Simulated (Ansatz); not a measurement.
Band structure of Ir (I4_1/amd, 2 atoms in the cell).

```
Ir
1.0
   -2.43858     2.43858     1.33052
    2.43858    -2.43858     1.33052
    2.43858     2.43858    -1.33052
Ir
2
Cartesian
  0.00000   2.43858   0.66526
  0.00000   0.00000   0.00000
```

Method: PBEsol with spin-orbit coupling, default PAW files made with PBE (plane waves; Ansatz, an electronic-structure program).

Settings: kpoints.mp_grid.grid = 9 9 9; hamiltonian.xc = pbesol; hamiltonian.pseudopotentials = {kind: paw} (the program's default PAW files); magnetization.noncollinear = true; magnetization.spin_orbit = true; scf.occupations.method = cold; scf.occupations.width = 0.1 eV; kpoints.band_path.npoints = 10.

The starting cell was generated: these elements placed on a structure prototype, without a prior relaxation; it need not be a known phase or ordering of this composition. Its lattice was rescaled by a random factor within 2.5 % of one.

Levels in eV from the Fermi level, bands 31 to 38:
| point | 31 | 32 | 33 | 34 | 35 | 36 | 37 | 38 |
|---|---|---|---|---|---|---|---|---|
| Γ | -0.69 | -0.69 | -0.61 | -0.61 | 1.55 | 1.55 | 2.84 | 2.84 |
| X | -1.94 | -1.94 | 0.12 | 0.12 | 0.12 | 0.12 | 0.71 | 0.71 |
| M | -1.11 | -1.11 | -0.73 | -0.73 | -0.73 | -0.73 | -0.09 | -0.09 |
| Z | -1.96 | -1.96 | -0.11 | -0.11 | 0.07 | 0.07 | 4.80 | 4.80 |
| P | 0.08 | 0.08 | 0.78 | 0.78 | 0.79 | 0.79 | 4.33 | 4.33 |
| N | -0.61 | -0.61 | 0.47 | 0.47 | 0.75 | 0.75 | 3.17 | 3.17 |
| Z1 | -1.96 | -1.96 | -0.11 | -0.11 | 0.07 | 0.07 | 4.80 | 4.80 |

Bands cross the Fermi level along this path, so the cell is metallic at this level.

The net moment of the cell came out as 0.00 μB.

Keys are those of Ansatz 0.2.
